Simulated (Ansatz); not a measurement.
Abridged Ansatz (a quantum-chemistry and plane-wave program) output:

```
Pseudopotential: Au, paw, valence charge 19
Pseudopotential: Cu, paw, valence charge 19
Crystal: 4 atoms, lattice volume = 63.248 Å³
Basis set: ecut = 420 eV, 1253 PW (Γ), exchange–correlation on 72×72×40 points (8 copies of the dense FFT grid, shifted against one another)
Bands: 43, of which v1, the nominal top of the filled ones, is band 38 counted from 1 (37 counted from 0)
Symmetry: 8 space group operations
k-points: 279 of 1600
Functional: x = pbesol(κ = 0.804, μ = 0.12345679012345678), c = pbesol(β = 0.046)
SCF iter   1: F=—  HF=-45610.047811 eV  |F-HF|=—  |Δ(HF+E_count)|=         —  Δρ=1.37e-2  dr2=7.75e-2  ethr=1.77e-3  ⟨swp⟩=6.0  Hψ=37554  notcnv=0
SCF iter   2: F=—  HF=-45610.035927 eV  |F-HF|=—  |Δ(HF+E_count)|=   1.19e-2  Δρ=3.10e-3  dr2=5.56e-3  ethr=1.02e-4  ⟨swp⟩=2.1  Hψ=18662  notcnv=0  defer=95
SCF 1 converged in 10 iterations: F = -45610.033736 eV  dr2 = 7.02e-11
SCF converged after 10 iterations
Free energy (F): -45610.033736 eV
Internal energy: -45610.024589 eV  (E = F + TS)
E sigma→0 (E₀):  -45610.029162 eV
Entropy (-TS):   -0.009147 eV (-2.287 meV/atom)
Fermi energy:    19.716850 eV
--- Forces (eV/Å), atoms counted from 1 ---
  atom   1  Au     0.00000000     0.00000000     0.00000000
  atom   2  Cu     0.00000000     0.00000000     0.00000000
  atom   3  Au     0.00000000     0.00000000     0.00000000
  atom   4  Au     0.00000000     0.00000000     0.00000000
--- Stress (GPa, compression-positive) ---
       -0.013342       0.000000       0.000000
        0.000000      -0.007675       0.000000
        0.000000       0.000000       0.008454
  P = ⅓ Tr σ = -0.0042 GPa (-0.042 kbar)
```

Problem. What was computed, and what are the main results?

Solution. CuAu3, 4 atoms in the cell, with Ansatz, PBEsol, PAW, cutoff 420 eV, spin-orbit coupling left out. The last SCF converged to F = -45610.033736 eV, or -11402.5084 eV per atom, at a pressure of 0.00 GPa. The total energy compares only with runs of the same code, potentials and settings.

Each cell is one ordered arrangement of few atoms, which overstates ordering effects compared with a random alloy. Stability against distortions was not tested. All final runs are without spin polarisation. The cell was made from Au by this change: x(Cu) = 0.25, 4 atoms, Cmmm.
